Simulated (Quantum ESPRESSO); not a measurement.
Quantum ESPRESSO run on MoW (Cmmm, 2 atoms in the cell): self-consistent single point.

Method of the run: PBEsol, GBRV 1.5 ultrasoft (PBESOL) pseudopotentials (plane waves; Quantum ESPRESSO 7.5).

```
CELL_PARAMETERS angstrom
      1.58086    -2.23653     0.00000
      1.58086     2.23653     0.00000
      0.00000     0.00000     4.49108
ATOMIC_POSITIONS crystal
  Mo 0.00000 0.00000 0.00000
  W  0.50000 0.50000 0.50000
```

Reference input (self-consistent single point, DFT, PBEsol, plane waves, GBRV 1.5 ultrasoft (PBESOL) pseudopotentials): ecutwfc = 40 Ry; ecutrho = 320 Ry; occupations = smearing; smearing = gauss; degauss = 0.0073499 Ry; potentials = {Mo: mo_pbesol_v1.uspp.F.UPF, W: w_pbesol_v1.2.uspp.F.UPF}; K_POINTS = automatic 13 13 7 1 1 1; conv_thr = 1e-11 Ry; mixing_beta = 0.4. This run's input differs from it in these lines:

```diff
@@ -12,4 +12,4 @@
    ntyp = 2
-   ecutwfc = 40
-   ecutrho = 320
+   ecutwfc = 46
+   ecutrho = 368
    occupations = 'smearing'
```

Output, abridged:

```
     Self-consistent Calculation

     iteration #  1     ecut=    46.00 Ry     beta= 0.40

     Threshold (ethr) on eigenvalues was too large:
     Diagonalizing with lowered threshold

     negative rho (up, down):  6.391E-02 0.000E+00

     total energy              =    -298.36901205 Ry
     estimated scf accuracy    <       0.12255525 Ry

     iteration #  2     ecut=    46.00 Ry     beta= 0.40

     negative rho (up, down):  6.480E-02 0.000E+00

     total energy              =    -298.36362704 Ry
     estimated scf accuracy    <       0.10384817 Ry

     iteration #  3     ecut=    46.00 Ry     beta= 0.40

     negative rho (up, down):  6.615E-02 0.000E+00

     total energy              =    -298.37992373 Ry
     estimated scf accuracy    <       0.03867427 Ry

   [... 7 blocks of this kind left out ...]

     iteration # 11     ecut=    46.00 Ry     beta= 0.40

     negative rho (up, down):  6.716E-02 0.000E+00

     total energy              =    -298.38416502 Ry
     estimated scf accuracy    <          6.2E-10 Ry

     iteration # 12     ecut=    46.00 Ry     beta= 0.40

     negative rho (up, down):  6.716E-02 0.000E+00
     End of self-consistent calculation

     Number of k-points >= 100: set verbosity='high' to print the bands.

     the Fermi energy is    21.6386 ev

!    total energy              =    -298.38416502 Ry
     estimated scf accuracy    <          4.5E-12 Ry
     smearing contrib. (-TS)   =      -0.00048652 Ry
     internal energy E=F+TS    =    -298.38367850 Ry

     convergence has been achieved in  12 iterations

     negative rho (up, down):  6.716E-02 0.000E+00

     Forces acting on atoms (cartesian axes, Ry/au):

     atom    1 type  1   force =     0.00000000    0.00000000    0.00000000
     atom    2 type  2   force =     0.00000000    0.00000000    0.00000000

     Total force =     0.000000     Total SCF correction =     0.000000

     negative rho (up, down):  6.716E-02 0.000E+00
          total   stress  (Ry/bohr**3)                   (kbar)     P=      -76.67
  -0.00048728   0.00000000   0.00000000          -71.68        0.00        0.00
   0.00000000  -0.00046677   0.00000000            0.00      -68.66        0.00
   0.00000000   0.00000000  -0.00060942            0.00        0.00      -89.65

   JOB DONE.
```

The run converged in 12 iterations. Against the reference run the free energy goes down by 32.6 meV/atom and the pressure goes from -8.50 to -7.67 GPa.

The starting cell comes from a database of computed structures (which also holds hypothetical and non-ambient phases and stackings), without a prior relaxation at this level. Its lattice was rescaled by a random factor within 2.5 % of one. Spin polarisation is off.

Cost on one core of a shared machine: roughly 60 s.
